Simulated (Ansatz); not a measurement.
The starting structures come from a database of crystals and need not be the phases stable at ambient conditions.

 Where the default PAW files enter, the runs use the earlier of Ansatz's two default sets.

The decay constant κ of evanescent states in the gap governs leakage through a thin film.

Given:

```
LiNOSi
1.0
    5.18101     0.00000     0.00000
    0.00000     6.34068     0.00000
    0.00000     0.00000     4.74236
Li Si N O
4 4 4 4
Direct
  0.40313   0.61309   0.99944
  0.59687   0.38691   0.49944
  0.09687   0.61309   0.49944
  0.90313   0.38691   0.99944
  0.58086   0.87919   0.51092
  0.41914   0.12081   0.01092
  0.91914   0.87919   0.01092
  0.08086   0.12081   0.51092
  0.60871   0.91435   0.14690
  0.39129   0.08565   0.64690
  0.89129   0.91435   0.64690
  0.10871   0.08565   0.14690
  0.95956   0.34482   0.59274
  0.04044   0.65518   0.09274
  0.54044   0.34482   0.09274
  0.45956   0.65518   0.59274
```

Space group of this cell: Pca2_1. The cell is taken as given.

Transport runs along the normal of the first two printed cell vectors.

The gap is the functional's own, uncorrected, and κ follows it; spin-orbit coupling is left out. Mid-gap values are interpolated between the computed energies.

Predict the band gap and the smallest decay constant κ at mid-gap from r2SCAN run with Ansatz (a program for electronic structure).

Gap 6.19 eV on a 6×6×6 mesh; κ = 0.399 1/Å, at the zone centre.
